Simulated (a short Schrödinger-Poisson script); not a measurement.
System: gated In0.52Al0.48As/In0.53Ga0.47As δ-doped gas in a quantum well, at 300 K.

```tsv
layer	material	thickness (nm)	Na (cm⁻³)
1	In0.52Al0.48As	30	-
2	In0.52Al0.48As	5	-
3	In0.53Ga0.47As	10	-
4	In0.52Al0.48As	4000	4e14
```

The device is made up for the run: typed textbook-type constants, with dimensions and the other settings drawn at random. In0.52Al0.48As: permittivity 12.5, conduction-band edge (eV) 0.52, gap (eV) 1.45, electron mass (mₑ) 0.075, Nv at 300 K (cm⁻³) 1.1e19. In0.53Ga0.47As: permittivity 13.9, conduction-band edge (eV) 0, gap (eV) 0.74, Nv at 300 K (cm⁻³) 7.7e18.

Channel valleys (confinement mass, in-plane density-of-states mass, number): Γ 0.041, 0.041, 1. At the gate the conduction-band edge of layer 1 lies 0.65 eV − eVg above the Fermi level of the channel; the field vanishes at the back. Sheet of ionised δ-doping: +1.6e12 e/cm² at 30 nm from the gate. The barrier under the gate holds no holes. Gaps are held at their typed values at every temperature. Mesh 0.08 nm at interfaces.

From a short Schrödinger-Poisson script (our own, NumPy): 1D Poisson equation in equilibrium, electrons quantum, Hartree (BenDaniel-Duke, 40 states a valley, the channel's in-plane mass for all, wave functions free to enter the barrier), parabolic valleys, classical holes, full ionisation, no traps, pinning or gate leakage.

List the lowest subbands of each valley and their electrons at Vg = 0.4 V.


| valley | subband | energy from the Fermi level (meV) | electrons (cm⁻²) | share (%) |
|---|---|---|---|---|
| Γ | 0 | -82.1 | 1.42e12 | 97.6 |
| Γ | 1 | 64.6 | 3.50e10 | 2.4 |
| Γ | 2 | 232.2 | 5.56e7 | 0.0 |

All electrons: 1.46e12 cm⁻².
